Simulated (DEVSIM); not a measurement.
Structure: Al/Al2O3/n-Ge capacitor, at 300 K.

Layer 1 from the left is Al2O3, thickness (nm) 3.00. Layer 2 from the left is Ge, thickness (nm) 660, Nd (cm⁻³) 8e17.

Metal gate on the left, work function 4.1 eV. Fixed charge at the semiconductor interface 0 cm⁻² (in units of +e); no interface traps.

This is a model device: material constants are rounded textbook-type values typed into the input, and sizes, dopings and lifetimes were drawn at random. Values at 300 K.

Al2O3: gap (eV) 6.8, affinity (eV) 1.35, permittivity 9. Ge: gap (eV) 0.664, affinity (eV) 4, permittivity 16, Nc (cm⁻³) 1.04e19, Nv (cm⁻³) 6e18.

Task: Estimate by hand the flat-band voltage, the threshold voltage, and compare with a numerical solution.

Result: 
- Flat-band voltage: C = 2.66 μF/cm², work-function difference 0.034 V; VFB = φms − qNf/C = 0.03 V; numerical 0.03 V.
- Threshold voltage: φF = 0.273 V, depletion charge √(4εqNφF) = 4.45e-7 C/cm²; VT = VFB − 2φF − Qd/C = -0.68 V; numerical -0.68 V.

DEVSIM, 1D Poisson equation in equilibrium, Boltzmann statistics, complete ionisation; no quantum confinement or tunnelling. Metal contacts follow the ideal Schottky-Mott rule: no Fermi-level pinning, no interface dipoles.
